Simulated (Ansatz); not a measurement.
We consider Ti2Ag (I4/mmm, No. 139; cell taken from a computed entry), described by r²SCAN (Ansatz, a program for electronic structure, PAW).

Numerical settings: plane-wave cutoff 500 eV, 26×26×26 k mesh, Fermi–Dirac smearing 0.1 eV, no spin polarisation, scalar-relativistic PAW data made under PBE.

Computed at the level's own relaxed cell.

Problem. Predict the equilibrium volume per atom, lattice constant a and lattice parameter c.

Solution. 
equilibrium volume per atom: 17.08 Å³/atom
lattice constant a: 2.921 Å
lattice parameter c: 12.013 Å

The run finds no gap.

Note: the relaxation could not lower the start's symmetry, so the cell can be a saddle point above a distorted one.

The computed numbers hold no vibrational or temperature effects.
